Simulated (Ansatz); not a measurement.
**Elastic constant C44 of CsCl-type CuZn at several levels of theory**

No measured value is used here.

| level (code) | value (GPa) | cell (Å³/atom) |
|---|---|---|
| LDA (Ansatz) | 102 | 11.82 |
| PBE (Ansatz) | 82.3 | 13.02 |
| PBEsol (Ansatz) | 96.4 | 12.30 |
| r²SCAN (Ansatz) | 96.2 | 12.44 |
| HSE06 (Ansatz) | ? | 13.03 |

Q: Fill in the missing entries.

A: 
- HSE06 (Ansatz, a program for electronic structure), value (GPa): 87.8

HSE06: hybrids on metals are sensitive to the k mesh. Each level is taken at its own relaxed cell. Cutoffs and k meshes differ between the levels. Ansatz's density-functional and Hartree–Fock values are scalar-relativistic unless marked +SOC, with PAW data made under PBE.
